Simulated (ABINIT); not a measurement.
A user runs ABINIT on CuPt (R-3m, 2 atoms in the cell) and asks whether the run is sound. The aim is a self-consistent single point with DFT, PBEsol, plane waves, PAW (JTH v2.0 PBE PAW, files made for PBE).

This input was run:

```
# CuPt, JTH v2.0 PBE PAW
pp_dirpath "./"
pseudos "Cu.GGA_PBE-JTH.xml, Pt.GGA_PBE-JTH.xml"
acell 8.5377278292 8.5377278292 8.5377278292
rprim
         0.3009551909    0.1737565605    0.9376751201
        -0.3009551909    0.1737565605    0.9376751201
         0.0000000000   -0.3475131209    0.9376751201
natom 2
ntypat 2
znucl 29 78
typat 1 2
xcart
         0.0000000000    0.0000000000    0.0000000000
         0.0000000000    0.0000000000   12.0084224511
ecut 60 Ry
pawecutdg 120 Ry
pawxcdev 0
ixc -116133
occopt 6
tsmear 0.00499791
nband 15
kptopt 1
ngkpt 8 8 8
nshiftk 1
shiftk 0 0 0
nstep 100
tolvrs 1.0e-11
prtwf 0
prtden 0
prtvol 1
enunit 2
```

Log, with long lists cut:

```
 Symmetries : space group R-3 m (#166); Bravais hR (rhombohedral)

 -outvars: echo values of preprocessed input variables --------
            acell      8.5377278292E+00  8.5377278292E+00  8.5377278292E+00 Bohr
             ecut      3.00000000E+01 Hartree
           enunit           2
   [... lines left out ...]
            znucl       29.00000   78.00000

== DATASET  1 ==================================================================

 Real(R)+Recip(G) space primitive vectors, cartesian coordinates (Bohr,Bohr^-1):
 R(1)=  2.5694735  1.4834862  8.0056150  G(1)=  0.1945924  0.1123480  0.0416374
 R(2)= -2.5694735  1.4834862  8.0056150  G(2)= -0.1945924  0.1123480  0.0416374
 R(3)=  0.0000000 -2.9669724  8.0056150  G(3)=  0.0000000 -0.2246959  0.0416374
 Unit cell volume ucvol=  1.8309379E+02 bohr^3
 Angles (23,13,12)=  3.50299663E+01  3.50299663E+01  3.50299663E+01 degrees

 Coarse grid specifications (used for wave-functions):

 getcut: wavevector=  0.0000  0.0000  0.0000  ngfft=  45  45  45
         ecut(hartree)=     30.000   => boxcut(ratio)=   2.09019

 Fine grid specifications (used for densities):

 getcut: wavevector=  0.0000  0.0000  0.0000  ngfft=  60  60  60
         ecut(hartree)=     60.000   => boxcut(ratio)=   2.01632

   2.00402356E+03                                ecore*ucvol(ha*bohr**3)

 newkpt: prtvol=0 or 1, do not print more k-points.
_setup2: Arith. and geom. avg. npw (full set) are    1437.283    1437.269
--- !BeginCycle
solver: {iscf: 17, nstep: 100, nline: 4, wfoptalg: 10, }
tolerances: {tolvrs: 1.00E-11, }
...

     iter   Etot(hartree)      deltaE(h)  residm     nres2
 ETOT  1  -219.35473282351    -2.194E+02 3.902E+01 5.284E+01
 ETOT  2  -225.25675763396    -5.902E+00 1.684E-01 9.158E+02
 ETOT  3  -225.05823458583     1.985E-01 5.710E-02 3.326E+02
 ETOT  4  -224.94399592075     1.142E-01 4.706E-02 8.079E+01
 ETOT  5  -224.93164378583     1.235E-02 1.686E-02 1.466E+01
   [... 66 lines left out ...]
 ETOT 72  -224.92907497714    -1.993E-09 9.070E-08 9.622E-11
 ETOT 73  -224.92907497883    -1.684E-09 5.246E-08 3.525E-11
 ETOT 74  -224.92907498025    -1.420E-09 6.465E-08 1.030E-11
 ETOT 75  -224.92907498144    -1.198E-09 3.741E-08 3.272E-12
 At SCF step   75       nres2   =  3.27E-12 < tolvrs=  1.00E-11 =>converged.

 Cartesian components of stress tensor (hartree/bohr^3)
  sigma(1 1)= -4.66421519E-06  sigma(3 2)= -2.12495299E-12
  sigma(2 2)= -4.66420593E-06  sigma(3 1)=  0.00000000E+00
  sigma(3 3)=  1.19810724E-04  sigma(2 1)=  0.00000000E+00

 ----iterations are completed or convergence reached----

 reduced coordinates (array xred) for    2 atoms
       0.000000000000      0.000000000000      0.000000000000
       0.500000000000      0.500000000000      0.500000000000
 cartesian forces (eV/Angstrom) at end:
    1     -0.00000000000000    -0.00000000000000    -0.00000000000000
    2     -0.00000000000000    -0.00000000000000    -0.00000000000000
   [... lines left out ...]
 Fermi (or HOMO) energy (hartree) =   0.29164   Average Vxc (hartree)=  -0.45121
 Fermi (or HOMO) energy (eV) =   7.93600   Average Vxc (eV)= -12.27796
   [... lines left out ...]
total_energy        : -2.24929075214309E+02
total_energy_eV     : -6.12063140693138E+03
...

-Cartesian components of stress tensor (GPa)         [Pressure= -1.0835E+00 GPa]
- sigma(1 1)= -1.37225925E-01  sigma(3 2)= -6.25182649E-08
- sigma(2 2)= -1.37225653E-01  sigma(3 1)=  0.00000000E+00
- sigma(3 3)=  3.52495262E+00  sigma(2 1)=  0.00000000E+00

 Calculation completed.
```

Problem. Can these results be used? Check the input.

Solution. The run is not sound. The fault is too few bands. The band count has to hold all valence electrons, and a smeared run needs empty bands on top for the tail of the occupations. To fix it, raise the band count or leave it to the default. The run converged in 75 iterations without an error; against the sound input the free energy rises by 31.3 meV/atom and the pressure goes from -1.80 to -1.08 GPa.

The sound input it was made from differs as follows (other fixes are possible):
```diff
-nband 15
+nband 21
```

With that input, the run converged in 25 iterations: free energy E − TS -6120.69 eV; Fermi level (on the code's own zero) 7.76 eV; pressure -1.80 GPa (DFT, PBEsol, plane waves, PAW (JTH v2.0 PBE PAW, files made for PBE)).

On the sound input: the starting cell comes from a database of computed structures (which also holds hypothetical and non-ambient phases and stackings), without a prior relaxation at this level. Its lattice was rescaled by a random factor within 2.5 % of one. Spin polarisation is off. The potentials were made for another functional than the one used.
